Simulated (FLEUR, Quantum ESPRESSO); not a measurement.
A FLEUR input for a self-consistent single point of PdIn (Pm-3m, 2 atoms in the cell) (DFT, PBEsol, all-electron FLAPW (FLEUR), scalar-relativistic valence):

Input of the input generator:

```
scf PdIn
&input film=f /
6.2011835211 0.0000000000 0.0000000000
0.0000000000 6.2011835211 0.0000000000
0.0000000000 0.0000000000 6.2011835211
1.0
1.0 1.0 1.0

2
49 0.5000000000 0.5000000000 0.5000000000
46 0.0000000000 0.0000000000 0.0000000000

&comp jspins=1 /
&exco xctyp='PBEs' /
&kpt div1=13 div2=13 div3=13 /
&end /
```

```xml
<?xml version="1.0" encoding="UTF-8" standalone="no"?>
<fleurInput fleurInputVersion="0.39">
   <comment>
      scf PdIn                                                                                            
   </comment>
   <calculationSetup>
      <cutoffs Kmax="4.0" Gmax="16.0" GmaxXC="16.0" numbands="0"/>
      <scfLoop itmax="80" minDistance="0.00001" maxIterBroyd="15" imix="Anderson" alpha="0.05" precondParam="0.0" spinf="2.0"/>
      <coreElectrons ctail="T" frcor="F" kcrel="0" coretail_lmax="0"/>
      <xcFunctional name="PBEs" relativisticCorrections="F"/>
      <magnetism jspins="1"/>
      <soc l_soc="F" theta="0.0" phi="0.0" spav="F"/>
      <expertModes spex="0" secvar="F"/>
      <geometryOptimization l_f="T" forcealpha="1.0" forcemix="BFGS" epsdisp="0.00001" epsforce="0.00001"/>
      <ldaU l_linMix="F" mixParam="0.05" spinf="1.0"/>
   </calculationSetup>
   <cell>
      <bzIntegration valenceElectrons="29.0" mode="hist" fermiSmearingEnergy="0.00499791">
         <kPointListSelection listName="default-1"/>
         <!-- k-points included here -->
         <xi:include xmlns:xi="http://www.w3.org/2001/XInclude" href="kpts.xml"> </xi:include>
      </bzIntegration>
      <!-- symmetry operations included here -->
      <xi:include xmlns:xi="http://www.w3.org/2001/XInclude" href="sym.xml"> </xi:include>
      <bulkLattice scale="1.0">
         <bravaisMatrix>
            <row-1>    6.2011835210999999     0.0000000000000000     0.0000000000000000</row-1>
            <row-2>    0.0000000000000000     6.2011835210999999     0.0000000000000000</row-2>
            <row-3>    0.0000000000000000     0.0000000000000000     6.2011835210999999</row-3>
         </bravaisMatrix>
      </bulkLattice>
   </cell>
   <atomSpecies>
      <species name="Indium (In)" element="In" atomicNumber="49">
         <mtSphere radius="2.46" gridPoints="867" logIncrement="0.015"/>
         <atomicCutoffs lmax="10" lnonsphr="8"/>
         <electronConfig flipSpins="F">
            <coreConfig>(1s1/2) (2s1/2) (2p1/2) (2p3/2) (3s1/2) (3p1/2) (3p3/2) (4s1/2) (3d3/2) (3d5/2) (4p1/2) (4p3/2)</coreConfig>
            <valenceConfig>(5s1/2) (4d3/2) (4d5/2) (5p1/2) (5p3/2)</valenceConfig>
            <stateOccupation state="(5p1/2)" spinUp="0.1666666666667" spinDown="0.1666666666667"/>
            <stateOccupation state="(5p3/2)" spinUp="0.3333333333333" spinDown="0.3333333333333"/>
         </electronConfig>
         <energyParameters s="5" p="5" d="5" f="4"/>
         <lo type="SCLO" l="2" n="4" eDeriv="0"/>
      </species>
      <species name="Palladium (Pd)" element="Pd" atomicNumber="46">
         <mtSphere radius="2.46" gridPoints="867" logIncrement="0.015"/>
         <atomicCutoffs lmax="10" lnonsphr="8"/>
         <electronConfig flipSpins="F">
            <coreConfig>(1s1/2) (2s1/2) (2p1/2) (2p3/2) (3s1/2) (3p1/2) (3p3/2) (4s1/2) (3d3/2) (3d5/2)</coreConfig>
            <valenceConfig>(4p1/2) (4p3/2) (5s1/2) (4d3/2) (4d5/2)</valenceConfig>
            <stateOccupation state="(5s1/2)" spinUp="0.5" spinDown="0.5"/>
            <stateOccupation state="(4d3/2)" spinUp="1.8" spinDown="1.8"/>
            <stateOccupation state="(4d5/2)" spinUp="2.7" spinDown="2.7"/>
         </electronConfig>
         <energyParameters s="5" p="5" d="4" f="4"/>
         <lo type="SCLO" l="1" n="4" eDeriv="0"/>
      </species>
   </atomSpecies>
   <atomGroups>
      <atomGroup species="Indium (In)">
         <relPos label="                   1">1.000/2.000 1.000/2.000 1.000/2.000</relPos>
         <force calculate="T" relaxXYZ="TTT"/>
      </atomGroup>
      <atomGroup species="Palladium (Pd)">
         <relPos label="                   2">.0000000000 .0000000000 .0000000000</relPos>
         <force calculate="T" relaxXYZ="TTT"/>
      </atomGroup>
   </atomGroups>
   <output dos="F" band="F" slice="F">
      <checks vchk="F" cdinf="F"/>
      <bandDOS minEnergy="-.5*Htr" maxEnergy="0.5*Htr" sigma="0.015" storeEVData="T"/>
      <vacuumDOS vacdos="F" integ="F" star="F" nstars="0" locx1="0.0" locy1="0.0" locx2="0.0" locy2="0.0" nstm="0" tworkf="0.0"/>
      <unfoldingBand unfoldBand="F" supercellX="1" supercellY="1" supercellZ="1"/>
      <plotting iplot="0" polar="F">
         <plot TwoD="T" vec1="  1.0  0.0  0.0" vec2="  0.0  1.0  0.0" vec3="  0.0  0.0  1.0" zero="  0.0  0.0  0.0" file="plot"/>
      </plotting>
      <chargeDensitySlicing numkpt="0" minEigenval="0.0" maxEigenval="0.0" nnne="0" pallst="F"/>
      <specialOutput eonly="F"/>
      <magneticCircularDichroism mcd="F" energyLo="-10.0" energyUp="0.0"/>
   </output>
  <!-- We include the file relax.xml here to enable relaxations (see documentation) -->
  <xi:include xmlns:xi="http://www.w3.org/2001/XInclude" href="relax.xml"> <xi:fallback/> </xi:include>
</fleurInput>
```

Write the same calculation as an input for Quantum ESPRESSO.

This is the input that was run; spellings and numerical settings could be chosen otherwise.

```fortran
&CONTROL
    calculation = 'scf'
    outdir = './out'
    pseudo_dir = './'
    tprnfor = .true.
    tstress = .true.
/
&SYSTEM
    ibrav = 0
    nat = 2
    ntyp = 2
    ecutwfc = 50
    ecutrho = 600
    occupations = 'smearing'
    smearing = 'fermi-dirac'
    degauss = 0.0099958
    input_dft = 'pbesol'
/
&ELECTRONS
    conv_thr = 1.0d-10
    mixing_beta = 0.7
/
ATOMIC_SPECIES
In   114.8180  In.pbe-dn-kjpaw_psl.1.0.0.UPF
Pd   106.4200  Pd.pbe-n-kjpaw_psl.1.0.0.UPF
CELL_PARAMETERS {angstrom}
   3.28152500     0.00000000     0.00000000
   0.00000000     3.28152500     0.00000000
   0.00000000     0.00000000     3.28152500
ATOMIC_POSITIONS {angstrom}
In    1.64076250    1.64076250    1.64076250
Pd    0.00000000    0.00000000    0.00000000
K_POINTS {automatic}
13 13 13  0 0 0
```

Basis settings and potentials, where a program has them, do not carry over. This input uses DFT, PBEsol, plane waves, PSlibrary PAW (PBE) pseudopotentials.

The starting cell has typed, rounded lattice constants, without a prior relaxation at this level. Its lattice was rescaled by a random factor within 2.5 % of one.
